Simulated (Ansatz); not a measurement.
Consider this model of amorphous Si30N41B.

```xyz
72
Lattice="9.4373 0.0732 0.1814 0.0732 9.3853 -0.3681 0.1814 -0.3681 9.1879" Properties=species:S:1:pos:R:3 pbc="T T T"
Si     9.3425     8.0972     4.3136
Si     6.7581     8.6220     1.7532
Si     5.1355     6.7597     0.0671
Si     2.6446     8.0339     8.6293
Si     7.2846     6.0399     2.5516
Si     9.0952     5.5935     4.9165
Si     6.3208     3.8472     3.0498
Si     1.9324     6.8148     2.1359
Si     5.0071     1.6946     7.2134
Si     9.2926     3.8256     1.7644
Si     1.9147     6.5840     6.5813
Si     8.1467     8.5298     8.4715
Si     3.5866     8.7472     5.5108
Si     1.5956     3.1404     3.4351
Si     8.2943     1.5184     3.8328
Si     4.9826     0.5160     0.3208
Si     3.8652     2.4357     1.3680
Si     5.8392     7.9989     6.8080
Si     3.7101     4.8022     1.8342
Si     0.2518     9.0400     1.3480
Si     6.9136     3.4443     5.8564
Si     7.9631     0.8560     6.7390
Si     9.1241     3.3962     7.9531
Si     4.4326     4.6674     7.5095
Si     3.7930     8.9393     2.4024
Si     1.9827     3.5977     5.9158
Si     0.7983     1.2449     8.5317
Si     7.4738     5.8156     7.2947
Si     0.1826     6.3635    -0.0435
Si     4.9076     6.8116     3.7782
N      3.7949     1.0263     6.2422
N      4.1858     0.8626     1.8407
N      6.2496     0.4120     7.0463
N      6.5932     0.1589     0.6415
N      8.7692     5.0969     8.2668
N      1.3747     0.4490     0.4400
N      2.5964     8.1601     6.7422
N      7.9723     2.5839     6.8951
N      4.0456     5.3652     0.1669
N      5.7664     5.8069     7.6315
N      3.0009    -0.0402     4.3020
N      9.1571     2.9746     0.3072
N      6.5823     6.8984     1.1490
N      0.1617     2.3966     2.8144
N      5.3585     8.2894     2.8415
N      8.0802     0.2470     2.6720
N      1.2438     2.6720     7.2368
N      4.8884     7.5683     5.3858
N      0.6036     6.8506     5.3894
N      7.4895     7.5336     7.2137
N      7.7471     4.4216     2.2049
N      5.3318     3.3370     6.7107
N      8.6429     0.3668     5.1889
N      9.0000     0.3174     8.0000
N      2.4878     3.4512     1.9030
N      8.8597     7.9890     0.4648
N      3.3370     6.0786     3.0215
N      8.3616     6.7326     3.7385
N      7.6874     5.0027     5.8068
N      4.9430     3.5713     2.1039
N      5.9558     5.4985     3.5625
N      2.9458     4.9786     6.5018
N      0.9351     8.1588     2.7116
N      0.7587     5.5501     1.4094
N      2.9569     7.8930     1.1754
N      4.7135     8.0096     8.3890
N      6.9394     2.6735     4.2527
N      0.9004     4.2813     4.6211
N      1.7086     6.5691     8.2874
N      2.6462     2.5545     4.6551
N      4.5628     1.6519     8.8903
B      3.1759     1.2856     4.9685
```

These are PBE, scalar-relativistic without spin-orbit coupling (plane waves to 420 eV, PAW; Ansatz, a quantum-chemistry and plane-wave program) values and carry that method's errors.

Preparation: random packing, a CHGNet melt and quench, and a DFT relaxation. N atoms were pushed apart under 1.9 Å during the dynamics, to hinder bonds among them. The hot cell started wider than the set density and was brought back towards it in steps. It is the lowest in DFT energy of 2 quenches. It is a model cell: composition and starting density were chosen by hand, and all elements were melted together. No dispersion term was used. Its density started from a set value of 2.92 and ended at 2.92 g/cm³. The quench (nominally 450 K/ps over its main leg) was far faster than any real one, so the model tends to hold more defects than a real film. Values belong to this one cell and scatter from quench to quench. The volume was held where the preparation left it and the shape relaxed, at a PBE pressure of -3.2 GPa (tension). Stress components on the final sampling reach 3.2 GPa.

Bonds are counted up to Si-Si 2.60 Å, Si-N 2.16 Å, Si-B 2.28 Å, N-N 1.70 Å, N-B 1.86 Å, B-B 1.97 Å. Two cations that share two anions don't count as bonded, nor two that share one unless they lie closer than Si-Si 2.38 Å, Si-B 2.09 Å, B-B 1.80 Å.

**Question.** Give the coordination numbers, mean bond lengths and angles.

**Answer.** 
```json
{
  "Mean coordination of Si by anions": "4.03 (29 with 4, 1 with 5)",
  "Mean coordination of N": "3.02 (40 with 3, 1 with 4)",
  "Mean coordination of B by anions": "3.00 (1 with 3)",
  "Mean Si-N bond": "1.781 Å (spread 0.067 Å, 121 counted)",
  "Mean N-B bond": "1.448 Å (spread 0.035 Å, 3 counted)",
  "Bond angle at Si": "mean 109.0°, spread 13.1°",
  "Bond angle at N": "mean 116.9°, spread 17.2°"
}
```

**Question.** Which atoms depart from the most common coordination of their element?

**Answer.** Si4 has 5 (N69 1.77 Å, N36 1.87 Å, N65 1.87 Å, N37 1.89 Å, N66 2.08 Å); N66 has 4 (Si16 1.78 Å, Si3 1.93 Å, Si18 1.94 Å, Si4 2.08 Å).

**Question.** List the pairs of like atoms that count as bonded by the rules above.

**Answer.** There are none by these rules.
